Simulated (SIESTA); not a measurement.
## Convergence study of the k-point mesh for Na3BrO (P4mm, 5 atoms in the cell)

```yaml
crystal:
  lattice:
    - [4.51046, 0.00000, 0.00000]
    - [0.00000, 4.51046, 0.00000]
    - [0.00000, 0.00000, 4.51046]
  atoms:
    - { symbol: Na, position: [0.01108, 0.50000, 0.50000] }
    - { symbol: Na, position: [0.50000, 0.00000, 0.50000] }
    - { symbol: Na, position: [0.50000, 0.50000, 0.00000] }
    - { symbol: Br, position: [0.00000, 0.00000, 0.00000] }
    - { symbol: O, position: [0.50000, 0.50000, 0.50000] }
```

Computed with GGA PBEsol, numerical atomic orbitals DZP, PseudoDojo PBEsol standard norm-conserving potentials (rewritten from UPF to PSML) (SIESTA).

Base settings: XC.functional = GGA; XC.authors = PBEsol; potentials = PseudoDojo PBEsol standard; PAO.BasisSize = DZP; PAO.EnergyShift = 0.005 Ry; MeshCutoff = 400 Ry; kgrid.MonkhorstPack = 3 3 3; OccupationFunction = FD; ElectronicTemperature = 20 meV; MaxSCFIterations = 150.

The second cell is the first with its lattice scaled by 0.98.

Only quantities that move along the ladder and can be compared are tabulated.

The starting cell comes from a database of computed structures (which also holds hypothetical and non-ambient phases and stackings), without a prior relaxation at this level. Its lattice was rescaled by up to half a per cent. One atom was moved a little off its site on purpose. Values carry the incompleteness of an atom-centred basis.

| kgrid.MonkhorstPack | free energy less the last step's (meV/atom) | energy of the compressed cell less the first (meV/atom) | pressure (GPa) | largest difference of a force vector from the last step's (eV/Å) |
|---|---|---|---|---|
| 1 1 1 | 757.27 | 71.76 | 8.81 | 0.031 |
| 2 2 2 | 22.48 | 16.00 | 1.18 | 0.008 |
| 3 3 3 | 3.55 | 9.24 | 0.22 | 0.002 |
| 4 4 4 | 1.43 | 9.42 | 0.23 | 0.000 |
| 5 5 5 | 0.29 | 9.35 | 0.22 | 0.000 |
| 6 6 6 | -0.01 | 9.17 | 0.19 | 0.000 |
| 7 7 7 | 0.00 | 9.12 | 0.19 | 0.000 |
| 8 8 8 | 0.01 | 9.10 | 0.19 | 0.000 |
| 9 9 9 | 0.01 | 9.10 | 0.19 | 0.000 |
| 10 10 10 | 0.00 | 9.10 | 0.19 | 0.000 |
| 11 11 11 | 0.00 | 9.10 | 0.19 | 0.000 |
| 12 12 12 | 0.00 | 9.10 | 0.19 | 0.000 |
| 13 13 13 | 0.00 | 9.10 | 0.19 | 0.000 |
| 14 14 14 | 0.00 | 9.10 | 0.19 | 0.000 |
| 16 16 16 | 0.00 | 9.10 | 0.19 | 0.000 |

Coarsest kgrid.MonkhorstPack that holds the pressure within 0.05 GPa of the last step, with all finer ones: 3 3 3; the step before is off by 0.99 GPa.

Coarsest kgrid.MonkhorstPack that holds the forces within 0.005 eV/Å of the last step, with all finer ones: 3 3 3; the step before is off by 0.008 eV/Å.

Coarsest kgrid.MonkhorstPack that holds the energy of the compressed cell less the first within 0.5 meV/atom of the last step, with all finer ones: 3 3 3; the step before is off by 6.9 meV/atom.

The energy difference between the two cells stays within 1 meV/atom of the last step's from 3 3 3 on, the total only from 5 5 5 on: much of the error is common to both cells and cancels.
